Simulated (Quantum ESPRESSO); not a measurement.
Quantum ESPRESSO run on NbN (Fm-3m, 2 atoms in the cell): self-consistent single point.

Method of the run: PBE, PseudoDojo standard norm-conserving (PBE) pseudopotentials (plane waves; Quantum ESPRESSO).

The change in words: lattice scaled by 0.98. Reference geometry:
```yaml
crystal:
  lattice:
    - [0.00000, 2.19500, 2.19500]
    - [2.19500, 0.00000, 2.19500]
    - [2.19500, 2.19500, 0.00000]
  atoms:
    - { symbol: Nb, position: [0.00000, 0.00000, 0.00000] }
    - { symbol: N, position: [0.50000, 0.50000, 0.50000] }
```

Reference input (self-consistent single point, DFT, PBE, plane waves, PseudoDojo standard norm-conserving (PBE) pseudopotentials): ecutwfc = 85 Ry; occupations = smearing; smearing = gaussian; degauss = 0.0099958 Ry; potentials = {Nb: Nb.upf, N: N.upf}; K_POINTS = automatic 17 17 17 0 0 0; conv_thr = 1e-11 Ry. This run's input differs from it in these lines:

```diff
@@ -25,5 +25,5 @@
 CELL_PARAMETERS {bohr}
-   0.0000000000     4.1479488436     4.1479488436
-   4.1479488436     0.0000000000     4.1479488436
-   4.1479488436     4.1479488436     0.0000000000
+   0.0000000000     4.0649898667     4.0649898667
+   4.0649898667     0.0000000000     4.0649898667
+   4.0649898667     4.0649898667     0.0000000000
 ATOMIC_POSITIONS {crystal}
```

Output, abridged:

```
     Self-consistent Calculation

     iteration #  1     ecut=    85.00 Ry     beta= 0.70

---- Real-time Memory Report at c_bands before calling an iterative solver
           108 MiB given to the printing process from OS
            74 MiB allocation reported by mallinfo(arena+hblkhd)
------------------

     total energy              =    -144.98522952 Ry
     estimated scf accuracy    <       0.89856681 Ry

     iteration #  2     ecut=    85.00 Ry     beta= 0.70

---- Real-time Memory Report at c_bands before calling an iterative solver
           114 MiB given to the printing process from OS
   [... lines left out ...]

---- Real-time Memory Report at c_bands before calling an iterative solver
           119 MiB given to the printing process from OS
            81 MiB allocation reported by mallinfo(arena+hblkhd)
------------------

     total energy              =    -145.45218088 Ry
     estimated scf accuracy    <          3.8E-10 Ry

     iteration # 19     ecut=    85.00 Ry     beta= 0.70

---- Real-time Memory Report at c_bands before calling an iterative solver
           119 MiB given to the printing process from OS
            81 MiB allocation reported by mallinfo(arena+hblkhd)
------------------
     End of self-consistent calculation

     the Fermi energy is    22.2473 ev

!    total energy              =    -145.45218088 Ry
     estimated scf accuracy    <          7.7E-12 Ry
     smearing contrib. (-TS)   =      -0.00057148 Ry
     internal energy E=F+TS    =    -145.45160940 Ry

     convergence has been achieved in  19 iterations

     Forces acting on atoms (cartesian axes, Ry/au):

     atom    1 type  1   force =     0.00000000   -0.00000000   -0.00000000
     atom    2 type  2   force =     0.00000000    0.00000000   -0.00000000

     Total force =     0.000000     Total SCF correction =     0.000000

          total   stress  (Ry/bohr**3)                   (kbar)     P=      305.67
   0.00207791   0.00000000   0.00000000          305.67        0.00        0.00
   0.00000000   0.00207791   0.00000000            0.00      305.67        0.00
   0.00000000   0.00000000   0.00207791            0.00        0.00      305.67

   JOB DONE.
```

The run converged in 19 iterations. Against the reference run the free energy goes up by 71.0 meV/atom and the pressure goes from 7.21 to 30.57 GPa.

The starting cell has typed, rounded lattice constants, without a prior relaxation at this level. For this run, on top of that: lattice scaled by 0.98. Spin polarisation is off. With a pressure of about 31 GPa the cell is away from its equilibrium volume at this level.

Cost on one core of a shared machine: roughly 50 s.
